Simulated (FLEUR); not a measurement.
# Worked example: self-consistent single point of Cr (Im-3m, 1 atom in the cell) in FLEUR

Level of theory: LDA (Vosko-Wilk-Nusair), all-electron FLAPW (FLEUR), scalar-relativistic valence.

Input:

Input of the input generator:

```
Cr FLAPW
&input film=f /
-2.6812038969 2.6812038969 2.6812038969
2.6812038969 -2.6812038969 2.6812038969
2.6812038969 2.6812038969 -2.6812038969
1.0
1.0 1.0 1.0

1
24 0.0000000000 0.0000000000 0.0000000000 : 3.00

&comp jspins=2 /
&exco xctyp='vwn' /
&kpt div1=15 div2=15 div3=15 /
&end /
```

```xml
<?xml version="1.0" encoding="UTF-8" standalone="no"?>
<fleurInput fleurInputVersion="0.39">
   <comment>
      Cr FLAPW                                                                                            
   </comment>
   <calculationSetup>
      <cutoffs Kmax="3.6" Gmax="14.4" GmaxXC="14.4" numbands="0"/>
      <scfLoop itmax="100" minDistance="0.00001" maxIterBroyd="25" imix="Anderson" alpha="0.05" precondParam="0.0" spinf="2.0"/>
      <coreElectrons ctail="T" frcor="F" kcrel="0" coretail_lmax="0"/>
      <xcFunctional name="vwn" relativisticCorrections="F"/>
      <magnetism jspins="2"/>
      <soc l_soc="F" theta="0.0" phi="0.0" spav="F"/>
      <expertModes spex="0" secvar="F"/>
      <geometryOptimization l_f="T" forcealpha="1.0" forcemix="BFGS" epsdisp="0.00001" epsforce="0.00001"/>
      <ldaU l_linMix="F" mixParam="0.05" spinf="1.0"/>
   </calculationSetup>
   <cell>
      <bzIntegration valenceElectrons="14.0" mode="hist" fermiSmearingEnergy="0.00367493">
         <kPointListSelection listName="default-1"/>
         <!-- k-points included here -->
         <xi:include xmlns:xi="http://www.w3.org/2001/XInclude" href="kpts.xml"> </xi:include>
      </bzIntegration>
      <!-- symmetry operations included here -->
      <xi:include xmlns:xi="http://www.w3.org/2001/XInclude" href="sym.xml"> </xi:include>
      <bulkLattice scale="1.0">
         <bravaisMatrix>
            <row-1>   -2.6812038969000000     2.6812038969000000     2.6812038969000000</row-1>
            <row-2>    2.6812038969000000    -2.6812038969000000     2.6812038969000000</row-2>
            <row-3>    2.6812038969000000     2.6812038969000000    -2.6812038969000000</row-3>
         </bravaisMatrix>
      </bulkLattice>
   </cell>
   <atomSpecies>
      <species name="Chromium (3.000" element="Cr" atomicNumber="24">
         <mtSphere radius="2.16" gridPoints="747" logIncrement="0.016"/>
         <atomicCutoffs lmax="8" lnonsphr="6"/>
         <electronConfig flipSpins="F">
            <coreConfig>(1s1/2) (2s1/2) (2p1/2) (2p3/2)</coreConfig>
            <valenceConfig>(3s1/2) (3p1/2) (3p3/2) (4s1/2) (3d3/2) (3d5/2)</valenceConfig>
            <stateOccupation state="(4s1/2)" spinUp="0.5" spinDown="0.5"/>
            <stateOccupation state="(3d3/2)" spinUp="1.0" spinDown="1.0"/>
            <stateOccupation state="(3d5/2)" spinUp="3.0" spinDown="0.0"/>
         </electronConfig>
         <energyParameters s="4" p="4" d="3" f="4"/>
         <lo type="SCLO" l="0" n="3" eDeriv="0"/>
         <lo type="SCLO" l="1" n="3" eDeriv="0"/>
      </species>
   </atomSpecies>
   <atomGroups>
      <atomGroup species="Chromium (3.000">
         <relPos label="                   1">.0000000000 .0000000000 .0000000000</relPos>
         <force calculate="T" relaxXYZ="TTT"/>
      </atomGroup>
   </atomGroups>
   <output dos="F" band="F" slice="F">
      <checks vchk="F" cdinf="F"/>
      <bandDOS minEnergy="-.5*Htr" maxEnergy="0.5*Htr" sigma="0.015" storeEVData="T"/>
      <vacuumDOS vacdos="F" integ="F" star="F" nstars="0" locx1="0.0" locy1="0.0" locx2="0.0" locy2="0.0" nstm="0" tworkf="0.0"/>
      <unfoldingBand unfoldBand="F" supercellX="1" supercellY="1" supercellZ="1"/>
      <plotting iplot="0" polar="F">
         <plot TwoD="T" vec1="  1.0  0.0  0.0" vec2="  0.0  1.0  0.0" vec3="  0.0  0.0  1.0" zero="  0.0  0.0  0.0" file="plot"/>
      </plotting>
      <chargeDensitySlicing numkpt="0" minEigenval="0.0" maxEigenval="0.0" nnne="0" pallst="F"/>
      <specialOutput eonly="F"/>
      <magneticCircularDichroism mcd="F" energyLo="-10.0" energyUp="0.0"/>
   </output>
  <!-- We include the file relax.xml here to enable relaxations (see documentation) -->
  <xi:include xmlns:xi="http://www.w3.org/2001/XInclude" href="relax.xml"> <xi:fallback/> </xi:include>
</fleurInput>
```

Output (repeated stretches shortened):

```
      Welcome to FLEUR        (www.flapw.de)
      MaX-Release 8.1          (www.max-centre.eu)

 ========== k-point set info ==========
 Selected k-point list: default-1
 k-point list type: mesh
 15 x 15 x 15
 Number of k points: 120

 ------------Calculation Setup---------------------------
           1           2           3           4           5           6           8          10          12          15          20          24          30          40          60         120
 Number of basis functions:           74
 Iteration:     1   Distance:      58.36091848 me/bohr^3
 Iteration:     2   Distance:      55.14722839 me/bohr^3
 Iteration:     3   Distance:      27.77387793 me/bohr^3
 Iteration:     4   Distance:      28.25318258 me/bohr^3
 Iteration:     5   Distance:      33.97879027 me/bohr^3
 Iteration:     6   Distance:      20.68142133 me/bohr^3
   [... 10 lines left out ...]
 Iteration:    17   Distance:       0.00021951 me/bohr^3
 Iteration:    18   Distance:       0.00014172 me/bohr^3
 Iteration:    19   Distance:       0.00001539 me/bohr^3
 Iteration:    20   Distance:       0.00001046 me/bohr^3
 Iteration:    21   Distance:       0.00000057 me/bohr^3

 Run finished successfully
 Stop message:
   Structural relaxation: Done

[file out, last iteration]
             iter=     22
          p o t e n t i a l   g e n e r a t o r
[...]
          integral of pseudo charge density inside the slab=        0.000000   0.000000
     coulomb potential in the interstitial region:
          density-coulomb potential integrals
          total density-coulomb potenti    -1605.5974931341
          density-effective potential integrals for spin  1
          density-effective potential integrals for spin  2
          total density-effective poten   -1.6674703018E+03
          charge density-energy density integrals
          total charge density-energy d   -4.6756354285E+01
 Updated energy parameters for spin:           1
  Atom    1 4s branch from -2.12 to  2.73 htr. ; e_l =  0.2534
  Atom    1 4p branch from -1.05 to  3.30 htr. ; e_l =  0.3700
  Atom    1 3d branch from -9.99 to  0.67 htr. ; e_l =  0.4001
  Atom    1 4f branch from -9.99 to  3.86 htr. ; e_l =  0.6667
  Atom    1 3s branch from-23.93 to -2.12 htr. ; e_l(l -2.1523
  Atom    1 3p branch from-20.06 to -1.05 htr. ; e_l(l -1.1130
 Updated energy parameters for spin:           2
  Atom    1 4s branch from -2.12 to  2.73 htr. ; e_l =  0.2534
  Atom    1 4p branch from -1.05 to  3.30 htr. ; e_l =  0.3700
  Atom    1 3d branch from -9.99 to  0.67 htr. ; e_l =  0.4001
  Atom    1 4f branch from -9.99 to  3.86 htr. ; e_l =  0.6667
  Atom    1 3s branch from-23.93 to -2.12 htr. ; e_l(l -2.1523
  Atom    1 3p branch from-20.06 to -1.05 htr. ; e_l(l -1.1130
[...]
 fermi energy and band-weighting factors:
at  -0.40000   0.46667   0.46667   k-weight:    0.002370
   12 eigenvalues :
   -2.146500   -1.121939   -1.121939   -1.119631    0.304070    0.304070    0.529510    0.548874
    0.548874    0.847904    0.847904    0.862381
   [... 2 blocks of this kind left out ...]

[...]
FERMIE:
          first approx. to ef    (T=0)  :   0.460757 htr   (energy of the highest occ. eigenvalue)
          number of occ. states  (T=0)  :       1685
          first approx. to seigv (T=0)  :  -8.763163 htr
          sum of weights of occ. states :  14.004148
          sum of semicore charge        :   0.000000 e
FERHIS:  Fermi-Energy by histogram:
          bandgap                     :   0.000000 htr
          charge neutrality (T=0)     :   0.004148    (zero if the highest occ. eigenvalue is "entirely" occupied)
     EF_NEWTON:  Adjust Fermi-Energy by Newton-Method.
               Number of iterations needed  :   4
               The error in the weight is   : -0.33307E-15
               The error in ef is           :  0.14126E-16 htr
     -->  new fermi energy            :   0.460509 htr
          valence charge              :  14.000000 e
          actual charge blw ef-8kt    :  13.537185 e
          actual charge blw ef+8kt    :  14.000000 e
          number of occ. states       :      1810
          sum of the valence weights  :   14.000000
          entropy         :   0.278571 *kb htr/K =   0.00000 htr/K
          sum of val. single particle energies:        -8.7646281580 htr
 Direct bandgap for spin            1 :    9.4518454965493159E-003  Htr
 at k-point           69  with k-vector  -0.26666666666666666       0.26666666666666666       0.33333333333333331
 Direct bandgap for spin            2 :    9.4518454839564447E-003  Htr
 at k-point           69  with k-vector  -0.26666666666666666       0.26666666666666666       0.33333333333333331
          valence density: spin= 1
[...]
     l-like charge
     atom     s        p        d        f        total
 -->  1    1.13988  3.11573  1.92373  0.01019    6.19167
          valence density: spin= 2
[...]
     l-like charge
     atom     s        p        d        f        total
 -->  1    1.13988  3.11573  1.92373  0.01019    6.19167
          total charge for spin  1=    7.000000
          interst. charge =       0.808331
          mt charge=              6.191669
          total charge for spin  2=    7.000000
          interst. charge =       0.808331
          mt charge=              6.191669
          total charge  =   14.000000
          z= 24.     r(1)=  0.141486E-04     dx= 0.016000     m.t.index= 747
               n    l     j    energy       weight
               1.   0.   0.5 -215.0062      2.0000
               2.   0.   0.5  -23.9316      2.0000
               2.   1.   0.5  -20.2753      2.0000
               2.   1.   1.5  -19.9586      4.0000
          atom type    1  (spin 1)
          kinetic energy=  0.479769963723E+03     sum of the eigenvalues= -0.299130228020E+03
          0.00000000  electrons lost from core.
          z= 24.     r(1)=  0.141486E-04     dx= 0.016000     m.t.index= 747
               n    l     j    energy       weight
               1.   0.   0.5 -215.0062      2.0000
               2.   0.   0.5  -23.9316      2.0000
               2.   1.   0.5  -20.2753      2.0000
               2.   1.   1.5  -19.9586      4.0000
          atom type    1  (spin 2)
          kinetic energy=  0.479769963722E+03     sum of the eigenvalues= -0.299130228020E+03
          0.00000000  electrons lost from core.
          total charge for spin  1=   12.000000
          interst. charge =       0.808331
          mt charge=             11.191669
          total charge for spin  2=   12.000000
          interst. charge =       0.808331
          mt charge=             11.191669
          total charge  =   24.000000
          zc=    24.000000     qfix=    1.000000
Spin Magn. mom.  |                   Global Frame                     |                    Local Frame
Atom       m     | mx        my        mz        alpha     beta       | mx        my        mz        alpha     beta
     1  0.000000 |    ---       ---       ---       ---         ---   |    ---       ---       ---       ---          ---           smm
Orbital  moments |                   Global Frame                     |                    Local Frame
Atom      |m|    | mx        my        mz        alpha     beta       | mx        my        mz        alpha     beta
     1  0.000000 |  0.000000  0.000000  0.000000  0.000000  0.000000  |  0.000000  0.000000  0.000000  0.000000  0.000000 omm
     t o t a l  e n e r g y
          sum of eigenvalues =              -607.0250841978
          density-coulomb potential int    -1605.5974931341
          density-effective potential i    -1667.4703017710
          charge density-ex.-corr.energ      -46.7563542850
          el.-nucl. inter. diff. m.t.       1246.4669170840
          Madelung term for atom type:       -13.3113832631
 ---->    total energy=                    -1048.8881836260 htr
 ---->    (input%tkb*entropy) TS=              0.0010237293 htr
 ---->    free energy=                     -1048.8892073554 htr
      extrapolation for T->0
 ---->    total electron energy=           -1048.8886954907 htr
SPIN-1 FORCE FOR ATOM TYPE=  1  X=  0.000   Y=  0.000   Z=  0.000      FX_SP = 0.000000 FY_SP = 0.000000 FZ_SP = 0.000000
SPIN-2 FORCE FOR ATOM TYPE=  1  X=  0.000   Y=  0.000   Z=  0.000      FX_SP = 0.000000 FY_SP = 0.000000 FZ_SP = 0.000000
 ***** TOTAL FORCES ON ATOMS *****
 TOTAL FORCE FOR ATOM TYPE=  1  X=  0.000   Y=  0.000   Z=  0.000
                       FX_TOT= 0.000000 FY_TOT= 0.000000 FZ_TOT= 0.000000
 Structural relaxation: Done
```

The run converged in 21 iterations. FLEUR gives forces in its relaxation mode, with a further iteration, so its stop message speaks of a relaxation.

The starting cell was generated: these elements placed on a structure prototype, without a prior relaxation; it need not be a known phase or ordering of this composition. Its lattice was rescaled by a random factor within 2.5 % of one. The starting moments vanished: the run ended non-magnetic, which need not be the lowest state. Values depend on the basis (sphere radii, cutoffs, local orbitals), which need not be converged. The log's line on a gap gives a spacing of levels on this mesh, which the program prints for metals too.
